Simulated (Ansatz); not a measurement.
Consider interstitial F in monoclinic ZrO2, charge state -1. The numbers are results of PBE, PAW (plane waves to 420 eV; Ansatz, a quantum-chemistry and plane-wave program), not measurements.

Cell of 96 host sites held at the relaxed PBE lattice; the Γ point alone; Fermi-Dirac width 0.01 eV, spin-restricted; finite-size errors left in. Energies are static. The charge state is imposed; whether it is stable for some Fermi level was not computed. Sites that were not tried may lie lower.

Barriers: single points on a 2×2×2 k-point mesh shifted by half a step at the bands' geometries.

The step: a concerted move, in which F travels most; the atom moves 1.62 Å along (0.28, 0.06, 0.18) of the unit cell; the moving atom starts with neighbours O at 2.29, O at 2.36, O at 2.43, O at 2.45, O at 2.54, O at 2.65; Zr at 2.17, Zr at 2.30, Zr at 2.50 Å and ends with O at 2.29, O at 2.36, O at 2.43, O at 2.45, O at 2.54, O at 2.65; Zr at 2.17, Zr at 2.30, Zr at 2.50 Å.

Problem. What migration barrier of this step does PBE, PAW give?

Solution. 0.15 eV, the same both ways. At the saddle the moving atom has neighbours 4 O at 2.38, O at 2.71, O at 2.72; 2 Zr at 2.16 Å. The saddle point's order was not checked, and it lies on a symmetry element of the cell, where a band can be held.
